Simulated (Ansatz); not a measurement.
The structure below was relaxed with plane-wave PAW DFT at the PBEsol level (Ansatz, an electronic-structure program, 420 eV), spin-orbit coupling left out, at pressure −1 GPa.

```
CELL_PARAMETERS angstrom
      4.13750     0.00000     0.00000
      0.00000     4.13750     0.00000
      0.00000     0.00000     4.13750
ATOMIC_POSITIONS crystal
  La 0.00000 0.00000 0.00000
  B  0.19971 0.50000 0.50000
  B  0.80029 0.50000 0.50000
  B  0.50000 0.50000 0.19971
  B  0.50000 0.50000 0.80029
  B  0.50000 0.19971 0.50000
  B  0.50000 0.80029 0.50000
```

Find the space group and the Wyckoff positions.

Space group Pm-3m (No. 221); a = 4.1375 Å, b = 4.1375 Å, c = 4.1375 Å, α = 90.00°, β = 90.00°, γ = 90.00°

```tsv
atom	site	symmetry	x	y	z
La	1a	m-3m	0.0000	0.0000	0.0000
B	6f	4m.m	0.1997	0.5000	0.5000
```

Load acts through the strain it causes; cell and atoms are relaxed under it. No phonon test of stability was made. All final runs are without spin polarisation. The cell was made from LaB6 (space group Pm-3m, No. 221) by this change: pressure −1 GPa.
